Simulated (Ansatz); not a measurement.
Results of PBE in Ansatz (PAW) for ZrMo (model structure, Pm-3m, No. 221, 2 atoms in the cell).

Run with plane-wave cutoff 520 eV, 16×16×16 k mesh, Fermi–Dirac smearing 0.05 eV, no spin polarisation, scalar-relativistic PAW data made under PBE.

Cell (relaxed at this level):

```cif
data_MoZr
_chemical_formula_sum 'Mo1 Zr1'
_space_group_name_H-M_alt 'P 1'
_space_group_IT_number 1
_cell_length_a 3.34220
_cell_length_b 3.34220
_cell_length_c 3.34220
_cell_angle_alpha 90.000
_cell_angle_beta 90.000
_cell_angle_gamma 90.000
loop_
_space_group_symop_operation_xyz
  'x, y, z'
loop_
_atom_site_label
_atom_site_type_symbol
_atom_site_fract_x
_atom_site_fract_y
_atom_site_fract_z
_atom_site_occupancy
Mo1 Mo 0.00000 0.00000 0.00000 1
Zr1 Zr 0.50000 0.50000 0.50000 1
```

### Question
Predict the bulk modulus B0.

### Answer

* **bulk modulus B0**: 149 GPa

Note: the run has no spin polarisation, so it can have missed a magnetic state; the bulk modulus is −V dP/dV from two relaxed cells at ±2 % in volume; the relaxation could raise the start's symmetry but not lower it, so the cell can be a saddle point.

The computed numbers hold no vibrational or temperature effects.

It cost roughly 50 core-seconds of CPU time.

A model structure was made by putting elements into a prototype or built by hand; it is no filed structure, need not be a known phase, and can be a saddle point held by its symmetry.

Ansatz is a first-principles code.
